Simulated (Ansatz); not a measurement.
Reference: BN (F-43m), r2SCAN, rigid bands (plane waves, PAW, scalar-relativistic; Ansatz, an electronic-structure program); axes and stresses refer to this cell.

```yaml
crystal:
  lattice:
    - [0.00000, 1.80284, 1.80284]
    - [1.80284, 0.00000, 1.80284]
    - [1.80284, 1.80284, 0.00000]
  atoms:
    - { symbol: B, position: [0.00000, 0.00000, 0.00000] }
    - { symbol: N, position: [0.25000, 0.25000, 0.25000] }
```

* **Seebeck coefficient, p-type 1e19 cm⁻³**: 395 μV/K
* **Seebeck coefficient, n-type 1e19 cm⁻³**: -281 μV/K
* **hole conductivity mass**: 0.68 mₑ

### Question
After one change the values are Seebeck coefficient, p-type 1e19 cm⁻³ 226 μV/K; Seebeck coefficient, n-type 1e19 cm⁻³ -192 μV/K; hole conductivity mass 0.58 mₑ. What was changed between the two runs?
(A) uniaxial stress along [001] of 27 GPa (compression positive)
(B) uniaxial stress along [110] of -27 GPa (compression positive)
(C) hydrostatic pressure of -27 GPa (compression positive)
(D) hydrostatic pressure of 54 GPa (compression positive)

### Answer
A, uniaxial stress along [001] of 27 GPa (compression positive)

Masses are for dilute carriers at 300 K, harmonic means over directions unless an axis is named. Seebeck coefficients are for the stated density at 300 K, with one relaxation time for all states and whether or not that doping can be reached. Spin-orbit coupling is left out unless a row names it. Stresses and pressures are the targets of the relaxation.  The structure type is held under load, also where the real crystal would transform.
